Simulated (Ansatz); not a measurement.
We look at the formation energy of Pt_W in W (bcc, Im-3m). Reaction: 63 W (bcc) + Pt (fcc) → cell A.

Cell A: a supercell of 64 sites of W (bcc, Im-3m) with Pt on a W site (8 W at 2.79 Å); spin state with PBE: run without spin, k-point mesh 4×4×4.
```
CELL_PARAMETERS angstrom
     11.02867     0.00000     0.00000
     -3.67622    10.39793     0.00000
     -3.67622    -5.19897     9.00487
ATOMIC_POSITIONS crystal
  W  0.00000 0.00000 0.00000
  W  0.99992 0.99992 0.25023
  W  0.00000 0.00000 0.50000
  W  0.00008 0.00008 0.74977
  W  0.99992 0.25023 0.99992
  W  0.99975 0.24987 0.24987
  W  0.99992 0.24969 0.50000
  W  0.00000 0.25000 0.75000
  W  0.00000 0.50000 0.00000
  W  0.99992 0.50000 0.24969
  W  0.00000 0.50000 0.50000
  W  0.00008 0.50000 0.75031
  W  0.00008 0.74977 0.00008
  W  0.00000 0.75000 0.25000
  W  0.00008 0.75031 0.50000
  W  0.00025 0.75013 0.75013
  W  0.25023 0.99992 0.99992
  W  0.24987 0.99975 0.24987
  W  0.24969 0.99992 0.50000
  W  0.25000 0.00000 0.75000
  W  0.24987 0.24987 0.99975
  W  0.24659 0.24659 0.24659
  W  0.25273 0.25273 0.50000
  W  0.24969 0.24969 0.74977
  W  0.24969 0.50000 0.99992
  W  0.25273 0.50000 0.25273
  W  0.24659 0.50000 0.50000
  W  0.24987 0.50000 0.75013
  W  0.25000 0.75000 0.00000
  W  0.24969 0.74977 0.24969
  W  0.24987 0.75013 0.50000
  W  0.25023 0.75031 0.75031
  W  0.50000 0.00000 0.00000
  W  0.50000 0.99992 0.24969
  W  0.50000 0.00000 0.50000
  W  0.50000 0.00008 0.75031
  W  0.50000 0.24969 0.99992
  W  0.50000 0.25273 0.25273
  W  0.50000 0.24659 0.50000
  W  0.50000 0.24987 0.75013
  W  0.50000 0.50000 0.00000
  W  0.50000 0.50000 0.24659
  Pt 0.50000 0.50000 0.50000
  W  0.50000 0.50000 0.75341
  W  0.50000 0.75031 0.00008
  W  0.50000 0.75013 0.24987
  W  0.50000 0.75341 0.50000
  W  0.50000 0.74727 0.74727
  W  0.74977 0.00008 0.00008
  W  0.75000 0.00000 0.25000
  W  0.75031 0.00008 0.50000
  W  0.75013 0.00025 0.75013
  W  0.75000 0.25000 0.00000
  W  0.74977 0.24969 0.24969
  W  0.75013 0.24987 0.50000
  W  0.75031 0.25023 0.75031
  W  0.75031 0.50000 0.00008
  W  0.75013 0.50000 0.24987
  W  0.75341 0.50000 0.50000
  W  0.74727 0.50000 0.74727
  W  0.75013 0.75013 0.00025
  W  0.75031 0.75031 0.25023
  W  0.74727 0.74727 0.50000
  W  0.75341 0.75341 0.75341
```

Reference: W (bcc, Im-3m), 64 atoms in the cell, the relaxed perfect crystal repeated, atoms not moved again; spin state with PBE: run without spin, k-point mesh 4×4×4 on the run's own vectors.

Reference: Pt (fcc, Fm-3m), 1 atom in the cell, k-point mesh 26×26×26 on the run's own vectors. Conventional cell: a = b = c = 3.9722 Å, α = β = γ = 90.00°.

All numbers come from Ansatz (a quantum-chemistry and plane-wave program), plane waves with PAW, its default PAW set, cutoff 420 eV. The structures are at rest with PBE, within the held lattices. Neutral cells; Fermi-Dirac smearing of at most 0.10 eV in the solids, energies taken to zero width. Larger cells are relaxed from a start prepared with the learned potential CHGNet, on a coarser mesh till forces fall under 0.03 eV/Å, which some starts already meet. A dispersion term (D3(BJ), or D4 for r2SCAN) was computed beside these levels and is taken off wherever the name lacks it. Nuclei at rest; no vibrational terms. Cells are local rest points, mostly with their start's symmetry. Spin-orbit coupling is left out. No correction for cell size. Mesh and cell size may move defect energies by 0.1 eV or more. Cell A has symmetry Im-3m within 0.02 Å and got no random move, so less symmetric positions, which may lie lower, weren't tried.

Question: Estimate the value that PBE returns for this input.

Answer: 0.88 eV, for 63 W (bcc) + Pt (fcc) → cell A.
